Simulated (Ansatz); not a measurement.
# Effect of biaxial strain +0.75 %, plane normal [001], relaxed out of plane on ZnSiP2

The reference is ZnSiP₂ in the chalcopyrite structure (space group I-42d, No. 122; a = 5.419 Å, c = 10.540 Å). Axes: x, y, z lie along a, b, c of the conventional cell.

The change: tensile biaxial strain of 0.75 % in the plane normal to [001], as in epitaxy on a mismatched substrate; the out-of-plane cell vector and the atoms relax.

Calculations: Ansatz (a quantum-chemistry and plane-wave program) PBE, no SOC. Γ-centred 9×9×9 mesh, Fermi–Dirac width 0.05 eV.

```tsv
quantity	base	changed	shift
volume per atom	19.34 Å³	19.49 Å³	+0.15 Å³
shortest interatomic distance	2.272 Å	2.276 Å	+0.004 Å
energy relative to the base (free energy F)	0 meV/atom	+0.9 meV/atom	+0.9 meV/atom
band gap	1.36 eV	1.28 eV	-0.08 eV
gap character	direct at Γ	direct at Γ	–
width of the top valence band	1.19 eV	1.22 eV	+0.03 eV
electron mass	1.5 mₑ along c, 0.26 mₑ across (at Γ)	1.7 mₑ out of plane, 0.27 mₑ in plane (at Γ)	–
hole mass	0.16 mₑ along c, 0.40 mₑ across (at Γ)	0.16 mₑ out of plane, 0.40 mₑ in plane (at Γ)	–
valence-band top at Γ (three highest levels, from the VBM)	0.00, -0.13, -0.13 eV	0.00, -0.19, -0.19 eV	–
out-of-plane strain	–	-0.70 %	–
mean in-plane stress (compression positive)	–	-1.0 GPa	–
```

Masses are band curvatures over ±0.01 Å⁻¹ around the edge. No phonon test of stability was made.
